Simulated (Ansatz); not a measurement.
**A self-consistent single point of MoS₂ (R3m, 3 atoms in the cell) with Ansatz (a first-principles code)**

Computed with PBE (plane waves, PAW; Ansatz).

Input:

Ansatz 0.2 input:
```yaml
crystal:
  lattice:
    - [1.626540, 0.939083, 6.622113]
    - [-1.626540, 0.939083, 6.622113]
    - [0.000000, -1.878167, 6.622113]
  atoms:
    - { symbol: Mo, position: [0.999780, 0.999780, 0.999780] }
    - { symbol: S, position: [0.412937, 0.412937, 0.412937] }
    - { symbol: S, position: [0.253303, 0.253303, 0.253303] }
basis:
  ecutwfc: 420.0
kpoints:
  mp_grid: { grid: [6, 6, 6] }
hamiltonian:
  xc: pbe
  pseudopotentials: { kind: paw }
scf:
  occupations: { method: fixed }
output:
  forces: true
  eigenvalues: true
  stress: true
```

The program printed (abridged):

```
basis.fft_grid_basis auto: the FFT boxes are laid along the combinations [[1, 0, -1], [0, 1, -1], [0, 0, 1]] of the cell's own vectors, 3.253, 3.253 and 6.883 …
Pseudopotentials: kind: paw
Pseudopotential: Mo, paw, valence charge 14
Pseudopotential: S, paw, valence charge 6
Crystal: 3 atoms, lattice volume = 60.690 Å³
Basis set: ecut = 420 eV, 1205 PW (Γ), FFT grids on a1−a3, a2−a3, a3, exchange–correlation on 48×48×96 points (8 copies of the dense FFT grid, shifted against one another)
Bands: 17, of which v1, the nominal top of the filled ones, is band 13 counted from 1 (12 counted from 0)
Symmetry: 6 space group operations
Space group: R3m (ITA 160), of the structure as read, at distance tolerance 3.9e-5 Å
k-points: 32 of 216 (time reversal used)
Initial density: superposition of atomic densities (neutral atoms: chi_scale 0, normalization atom), corrected by the library's trained network
Initial wavefunctions: pseudopotential atomic-orbital guess
Eigensolver: davidson
Functional: x = pbe(κ = 0.804, μ = 0.2195149727645171), c = pbe(β = 0.06672455060314922)
SCF iter   1: F=—  HF=-6762.729443 eV  |F-HF|=—  |Δ(HF+E_count)|=         —  Δρ=4.86e-3  dr2=4.19e-3  ethr=1.77e-3  ⟨swp⟩=5.0  Hψ=2525  notcnv=0  defer=51
all-band conjugate gradients solve this SCF's bands
preconditioner: auto → none
SCF iter   2: F=—  HF=-6762.735249 eV  |F-HF|=—  |Δ(HF+E_count)|=   5.81e-3  Δρ=3.07e-3  dr2=6.42e-3  ethr=1.61e-5  ⟨swp⟩=2.0  Hψ=1152  notcnv=0  defer=64
SCF iter   3: F=—  HF=-6762.736749 eV  |F-HF|=—  |Δ(HF+E_count)|=   1.50e-3  Δρ=2.75e-3  dr2=9.41e-3  ethr=1.61e-5  ⟨swp⟩=2.3  Hψ=851  notcnv=0  defer=64
SCF iter   4: F=—  HF=-6762.736071 eV  |F-HF|=—  |Δ(HF+E_count)|=   6.79e-4  Δρ=1.21e-3  dr2=2.18e-4  ethr=1.61e-5  ⟨swp⟩=2.1  Hψ=777  notcnv=0  defer=64
SCF iter   5: F=—  HF=-6762.736553 eV  |F-HF|=—  |Δ(HF+E_count)|=   4.82e-4  Δρ=1.39e-4  dr2=1.39e-5  ethr=8.39e-7  ⟨swp⟩=2.0  Hψ=869  notcnv=0  defer=64
SCF iter   6: F=—  HF=-6762.736478 eV  |F-HF|=—  |Δ(HF+E_count)|=   7.46e-5  Δρ=5.86e-5  dr2=2.10e-6  ethr=5.36e-8  ⟨swp⟩=2.0  Hψ=766  notcnv=0
SCF iter   7: F=—  HF=-6762.736479 eV  |F-HF|=—  |Δ(HF+E_count)|=   6.97e-7  Δρ=2.23e-5  dr2=5.25e-7  ethr=8.06e-9  ⟨swp⟩=2.3  Hψ=867  notcnv=0
SCF iter   8: F=-6762.736479 eV  HF=-6762.736479 eV  |F-HF|=9.93e-9  |Δ(HF+E_count)|=   1.07e-7  Δρ=3.66e-6  dr2=4.16e-9  ethr=3.85e-10  ⟨swp⟩=5.2  Hψ=2831  notcnv=0
SCF 1 converged in 8 iterations: F = -6762.736479 eV  dr2 = 4.16e-9
SCF converged after 8 iterations
Free energy (F): -6762.736479 eV
Harris-Foulkes:  -6762.736479 eV  (|F-HF|=9.93e-9)
Internal energy: -6762.736479 eV  (E = F + TS)
E sigma→0 (E₀):  -6762.736479 eV
Fermi energy:    8.842057 eV
--- Per-component energies (eV) ---
  E_band       = -202.127206
  E_kinetic    = 650.494589
  E_local      = -2245.285460  (includes V_loc(G=0)·N_el)
  E_nonlocal   = 198.867215
  E_hartree    = 874.473996
  E_xc         = -376.441247
  E_vxc        = -402.213046  (∫ρ·V_xc dr)
  E_paw        = -4401.198522  (= ΣΔE_a)
  E_vpaw       = -152.940237  (= ΣTr[D̂ρ^β])
  E_aug_tail   = 0.000051  (compensation charges beyond the density's cutoff)
  E_ewald      = -1463.647102
  E_smearing   = -0.000000  (= −TS)
  E_closure    = -0.000000  (closes the sum)
  Σ components = -6762.736479   (vs F -6762.736479, Δ=0.00e0)
--- Forces (eV/Å), atoms counted from 1 ---
  atom   1  Mo     0.00000000     0.00000000    -0.00040233
  atom   2  S      0.00000000     0.00000002    -0.79181407
  atom   3  S     -0.00000000    -0.00000002     0.79220429
  max |Σ_I F_I| component: 1.21e-5 eV/Å
--- Stress (GPa, compression-positive) ---
       -6.713368       0.000000      -0.000000
        0.000000      -6.713368      -0.000000
       -0.000000      -0.000000      -6.034494
  P = ⅓ Tr σ = -6.4871 GPa (-64.871 kbar)
  The stress holds the Pulay correction. Without it, at fixed plane waves, as pw.x and ABINIT print it: P = -6.5018 GPa
--- Band table (eV; the first three rows and the last of 32) ---
  k-point 0: bands = ["-52.5920", "-26.6774", "-26.5307", "-26.5307", "-5.4644", "-4.1327", "2.7598", "5.8881", "5.8881", "6.8919", "6.8919", "7.4931", "8.1141", "10.9096", "10.9096", "11.1527", "11.1527"]
  k-point 1: bands = ["-52.5852", "-26.6634", "-26.6041", "-26.5477", "-5.1066", "-3.9950", "3.1719", "5.1564", "5.8332", "6.2525", "6.3861", "7.6512", "8.0041", "10.3776", "10.8195", "10.8994", "11.4313"]
  k-point 2: bands = ["-52.5715", "-26.7481", "-26.6352", "-26.5814", "-4.2775", "-3.6815", "3.3536", "4.4183", "4.5924", "5.6451", "7.0031", "7.0135", "7.4586", "10.4004", "10.4292", "11.7554", "12.0721"]
  k-point 31: bands = ["-52.5920", "-26.6774", "-26.5307", "-26.5307", "-5.3491", "-4.3220", "3.3407", "5.8813", "5.8813", "6.0501", "6.9046", "6.9046", "8.8421", "10.9507", "10.9507", "11.0964", "11.0964"]
```

The run converged in 8 iterations.

The starting cell comes from a database of computed structures (which also holds hypothetical and non-ambient phases and stackings), without a prior relaxation at this level. Its lattice was rescaled by a random factor within 2.5 % of one. With a pressure of about -6 GPa the cell is away from its equilibrium volume at this level. Ansatz's pressure includes its estimate of the finite-basis (Pulay) stress.
